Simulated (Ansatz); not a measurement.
BN (Fmm2, No. 42, 2 atoms in the cell; start mp-685145; a measured phase of this formula has another space group), treated with LDA in Ansatz (plane waves, PAW).

Settings: plane-wave cutoff 520 eV, 16×16×16 k mesh, Fermi–Dirac smearing 0.01 eV, scalar-relativistic PAW data made under PBE.

Computed at the level's own relaxed cell.

```
CELL_PARAMETERS angstrom
      0.00000     3.27945     2.15340
      1.24517     0.00000     2.15340
      1.24517     3.27945     0.00000
ATOMIC_POSITIONS crystal
  B  0.00013 0.00013 0.99987
  N  0.66657 0.66657 0.33343
```

Question: List the 6 lowest band energies at Γ above −25 eV (eV, relative to the valence band maximum), grouping those that round alike.

Answer: At Γ: -17.98, -4.42, -1.56 (×2), 4.74, 11.38.

A start named mp-… is a Materials Project structure, which need not be a measured phase.

Ansatz is a quantum-chemistry and plane-wave program.
